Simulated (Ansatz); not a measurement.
Base system: Te (space group P3_121, No. 152; a = 4.521 Å, c = 5.955 Å; made of chains). Axes: x lies along a and z along c of the hexagonal cell.

Structures relaxed with PBE (Ansatz, a program for electronic structure; PAW; 420 eV plane waves; without spin-orbit coupling), earlier PAW set.

Base:

Simulated powder pattern, Co Kα, λ = 1.79026 Å (kinematic, ideal powder, no thermal factors, no anomalous dispersion; the 8 strongest lines at most, above 2 %, up to 2θ = 90°):

```csv
2θ (°),I/Imax (%),hkl
26.43,11,(100)
31.76,100,(101)
44.38,40,(012)
46.65,26,(110)
57.54,18,(021)
66.35,12,(202)
73.76,14,(113)
77.11,11,(211)
```

One thing is altered: biaxial strain +3.84 %, plane normal [001], relaxed out of plane (Cartesian); in-plane vectors clamped, the third vector and the atoms free.

Question: How do the reflections move or split?

Answer: 
Simulated powder pattern, Co Kα, λ = 1.79026 Å (kinematic, ideal powder, no thermal factors, no anomalous dispersion; the 8 strongest lines at most, above 2 %, up to 2θ = 90°):

```csv
2θ (°),I/Imax (%),hkl
25.44,16,(100)
31.14,100,(101)
44.42,38,(012)
44.83,26,(110)
48.55,12,(111)
55.60,19,(021)
64.95,12,(202)
73.48,12,(113)
```

The indices refer to the base's conventional cell; one index is shown for lines that coincide.

No phonon test of stability was made. No dispersion term is included, though the crystal is made of layers, chains or molecules, so its spacings can come out too wide.
